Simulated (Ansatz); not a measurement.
Ta2Pt3Se8 (Pbam, No. 55, 26 atoms in the cell; start mp-4425), treated with HSE06 in Ansatz (PAW).

The input as run:

Ansatz 0.2 input:
```yaml
crystal:
  lattice:
    - [10.8753303084, 0.0, 0.0]
    - [0.0, 15.0361198565, 0.0]
    - [0.0, 0.0, 3.5527654442]
  atoms:
    - { symbol: Ta, position: [0.7009483482, 0.3767583292, 0.5] }
    - { symbol: Ta, position: [0.2990516518, 0.6232416708, 0.5] }
    - { symbol: Ta, position: [0.2009483482, 0.1232416708, 0.5] }
    - { symbol: Ta, position: [0.7990516518, 0.8767583292, 0.5] }
    - { symbol: Pt, position: [0.8586843416, 0.2775504295, 0.0] }
    - { symbol: Pt, position: [0.1413156584, 0.7224495705, 0.0] }
    - { symbol: Pt, position: [0.3586843416, 0.2224495705, 0.0] }
    - { symbol: Pt, position: [0.6413156584, 0.7775504295, 0.0] }
    - { symbol: Pt, position: [0.5, 0.5, 0.0] }
    - { symbol: Pt, position: [0.0, 0.0, 0.0] }
    - { symbol: Se, position: [0.9374587163, 0.3764295132, 0.5] }
    - { symbol: Se, position: [0.0625412837, 0.6235704868, 0.5] }
    - { symbol: Se, position: [0.4374587163, 0.1235704868, 0.5] }
    - { symbol: Se, position: [0.5625412837, 0.8764295132, 0.5] }
    - { symbol: Se, position: [0.7340920422, 0.2074445385, 0.5] }
    - { symbol: Se, position: [0.2659079578, 0.7925554615, 0.5] }
    - { symbol: Se, position: [0.2340920422, 0.2925554615, 0.5] }
    - { symbol: Se, position: [0.7659079578, 0.7074445385, 0.5] }
    - { symbol: Se, position: [0.531412648, 0.3400815204, 0.0] }
    - { symbol: Se, position: [0.468587352, 0.6599184796, 0.0] }
    - { symbol: Se, position: [0.031412648, 0.1599184796, 0.0] }
    - { symbol: Se, position: [0.968587352, 0.8400815204, 0.0] }
    - { symbol: Se, position: [0.7752006954, 1.0029689497, 0.0] }
    - { symbol: Se, position: [0.2247993046, -0.0029689497, 0.0] }
    - { symbol: Se, position: [0.2752006954, 0.4970310503, 0.0] }
    - { symbol: Se, position: [0.7247993046, 0.5029689497, 0.0] }
basis:
  ecutwfc: 460
  ecutrho_ratio: 4
  xc_grid: 2
kpoints:
  mp_grid: { grid: [2, 2, 6] }
hamiltonian:
  xc: hse06
  dispersion: none
  pseudopotentials: { kind: paw }
scf:
  occupations: { method: fermi_dirac, width: 0.01 }
  convergence: { dr2_threshold: 0.0000000026 }
output:
  forces: true
  stress: true
  eigenvalues: true
```

The run printed, among other lines:

```
WARN output.stress: scf.convergence.dr2_threshold = 2.6e-9 eV is looser than the 1.6e-9 eV advised for a printed stress (1e-10 eV for each atom of the cell …
WARN output.stress: scf.exx.energy_threshold = 1e-6 eV is looser than the 1.6e-7 eV advised for a stress under a hybrid functional (1e-8 eV for each atom of …
Crystal: 26 atoms, lattice volume = 580.958 Å³
Basis set: ecut = 460 eV, 12999 PW (Γ), exchange–correlation on 160×216×50 points (8 copies of the dense FFT grid, shifted against one another)
Bands: 250, of which v1, the nominal top of the filled ones, is band 208 counted from 1 (207 counted from 0)
Symmetry: 8 space group operations
Space group: Pbam (ITA 55), of the structure as read, at distance tolerance 8.3e-5 Å
k-points: 16 of 24
SCF iter   1: F=—  HF=-202388.721210 eV  |F-HF|=—  |Δ(HF+E_count)|=         —  Δρ=6.56e-3  dr2=3.67e-1
SCF iter   2: F=—  HF=-202388.849697 eV  |F-HF|=—  |Δ(HF+E_count)|=   1.28e-1  Δρ=7.59e-3  dr2=1.26e0
  ...
Crystal: 26 atoms, lattice volume = 580.958 Å³
Initial density: handed on by an earlier stage of this run
  ...
  atom   2  Ta    -0.25555858     0.16694450     0.00000000
  atom   3  Ta     0.25555858     0.16694450     0.00000000
  atom   4  Ta    -0.25555858    -0.16694450     0.00000000
  atom   5  Pt    -0.03124267     0.03767788     0.00000000
  atom   6  Pt     0.03124267    -0.03767788     0.00000000
  atom   7  Pt    -0.03124267    -0.03767788     0.00000000
  atom   8  Pt     0.03124267     0.03767788     0.00000000
  atom   9  Pt     0.00000000     0.00000000     0.00000000
  atom  10  Pt     0.00000000     0.00000000     0.00000000
  atom  11  Se    -0.21218031    -0.05059414     0.00000000
  atom  12  Se     0.21218031     0.05059414     0.00000000
  atom  13  Se    -0.21218031     0.05059414     0.00000000
  atom  14  Se     0.21218031    -0.05059414     0.00000000
  atom  15  Se     0.10470568     0.25181797     0.00000000
  atom  16  Se    -0.10470568    -0.25181797     0.00000000
  atom  17  Se     0.10470568    -0.25181797     0.00000000
  atom  18  Se    -0.10470568     0.25181797     0.00000000
  atom  19  Se     0.06975788     0.22117655     0.00000000
  atom  20  Se    -0.06975788    -0.22117655     0.00000000
  atom  21  Se     0.06975788    -0.22117655     0.00000000
  atom  22  Se    -0.06975788     0.22117655     0.00000000
  atom  23  Se     0.09910179    -0.08498324     0.00000000
  atom  24  Se    -0.09910179     0.08498324     0.00000000
  atom  25  Se     0.09910179     0.08498324     0.00000000
  atom  26  Se    -0.09910179    -0.08498324     0.00000000
--- Stress (GPa, compression-positive) ---
        1.381864       0.000000       0.000000
        0.000000       1.126969       0.000000
        0.000000       0.000000       1.276199
  P = ⅓ Tr σ = 1.2617 GPa (12.617 kbar)
```

The PAW data were made under PBE.

Note: cell and atoms aren't relaxed at this level (largest force component 0.26 eV/Å, pressure 1.3 GPa).

A start named mp-… is a Materials Project structure, which need not be a measured phase.

Ansatz is a quantum-chemistry and plane-wave program.
